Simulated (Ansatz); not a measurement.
Start from Ti3Al (space group P6_3/mmc, No. 194; a = 5.755 Å, c = 4.655 Å). Axes: x lies along a and z along c of the hexagonal cell.

(Cell as relaxed with PBE.)

Levels (all Ansatz, a program for electronic structure, PAW, earlier PAW set): PBE (420 eV, scalar-relativistic without spin-orbit coupling); r2SCAN (500 eV, no spin-orbit coupling).

Each level relaxes its own structure.

```json
[
 {"base": "volume per atom", "PBE": "16.69 Å³", "r2SCAN": "16.56 Å³"},
 {"base": "lattice parameter a", "PBE": "5.755 Å", "r2SCAN": "5.747 Å"},
 {"base": "band gap", "PBE": "zero", "r2SCAN": "zero"}
]
```

Now apply this change: biaxial strain +2.13 %, plane normal [001], relaxed out of plane (Cartesian); in-plane vectors clamped, the third vector and the atoms free.

| quantity | PBE | r2SCAN |
|---|---|---|
| volume per atom | 17.19 Å³ | ___ |
| energy relative to the base (free energy F) | +10 meV/atom | ___ |
| pressure (mean of the normal stresses, compression positive) | -3.0 GPa | ___ |
| band gap | zero | ___ |

Task: Predict the r2SCAN column.

Result: 
- volume per atom, r2SCAN: 17.07 Å³
- energy relative to the base (free energy F), r2SCAN: +11 meV/atom
- pressure (mean of the normal stresses, compression positive), r2SCAN: -3.3 GPa
- band gap, r2SCAN: zero

PBE's volume per atom lies 0.12 Å³ above r2SCAN's (0.7 %); PBE's energy relative to the base lies 0.9 meV/atom below r2SCAN's; PBE's pressure lies 0.3 GPa above r2SCAN's; the two agree on the band gap. Neither level is exact; r2SCAN is the comparison here, not a measurement.

Whether these cells are dynamically stable was not tested. All final runs are without spin polarisation.
